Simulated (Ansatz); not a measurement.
## N on the 1x1 (110) surface of 3C silicon carbide (cut with top plane C + Si), one in a 2x2 cell, started at the site 'hollow Si'

Host crystal: 3C silicon carbide, with a band gap (PBE, scalar-relativistic without spin-orbit coupling).

The numbers are results of PBE (plane waves to 420 eV, PAW; Ansatz, a first-principles code), not measurements.

Slab: 49 atoms, 7.7 Å thick at the start under the adsorbate (thin: gaps and levels are the slab's own); k 3x3x1, smearing 0.01 eV, dipole-corrected; 24 atoms held, the rest relaxed; symmetry of the start imposed; spin-polarised, ending with about 0.1 μB a cell, a value that depends on the mesh; orders that need a larger cell were not tried, no spin-orbit, no U, no dispersion correction. The slab shows no gap over 0.04 eV on its mesh. At the end it is bonded to Si. In PBE this state lies 2.37 eV over the lowest of the starts that converged ('top C').

adsorption energy against ½ N2(g): 3.09 eV
work function of the top face: 4.99 eV
change of the step from the bottom to the top vacuum level, against the clean slab: -0.021 eV
energy released by relaxation: 0.68 eV
height of the binding atom over the mean of the host atoms within 0.3 Å of the top one: 1.272 Å
nearest host atoms of the binding atom: Si at 1.75 Å, C at 1.86 Å, C at 1.86 Å
largest move of a host atom: 0.27 Å
cost: about 20 core-minutes (a rough figure)

A negative adsorption energy means that the adsorbate is more stable on the surface than in its reference.
